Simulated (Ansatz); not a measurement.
The reference is InSb in the zinc blende structure (space group F-43m, No. 216; a = 6.556 Å). Axes: x, y, z lie along the cube axes.

The change: uniaxial strain ε_zz = −3.00 %, all other strain components held at zero, atoms relaxed at fixed cell.

The values are results of DFT with r2SCAN, PAW potentials and a 500 eV plane-wave cutoff in Ansatz (a first-principles code), no SOC, not measurements.

Question: Give the band edges at the high-symmetry points of the new zone, measured from its valence-band maximum.

Answer: 
```json
[
 {"point": "Γ", "valence edge (eV)": "0.00", "conduction edge (eV)": "0.10"},
 {"point": "X", "valence edge (eV)": "-2.37", "conduction edge (eV)": "1.55"},
 {"point": "P", "valence edge (eV)": "-2.90", "conduction edge (eV)": "3.90"},
 {"point": "N", "valence edge (eV)": "-1.04", "conduction edge (eV)": "0.72"},
 {"point": "M", "valence edge (eV)": "-2.54", "conduction edge (eV)": "1.31"},
 {"point": "S", "valence edge (eV)": "-2.23", "conduction edge (eV)": "1.60"},
 {"point": "S₀", "valence edge (eV)": "-2.23", "conduction edge (eV)": "1.60"},
 {"point": "R", "valence edge (eV)": "-2.90", "conduction edge (eV)": "3.52"},
 {"point": "G", "valence edge (eV)": "-2.90", "conduction edge (eV)": "3.52"}
]
```

The gap is 0.10 eV, direct at Γ.

Spin-orbit coupling, missing from the scalar runs, can matter with Sb. Whether these cells are dynamically stable was not tested. The final runs are not spin-polarised. Gaps under 0.05 eV, about the width of the smearing, are given as zero. The zero or small gap of InSb can change with the level of theory. Labels are those of the standard path for the cell's own space group.
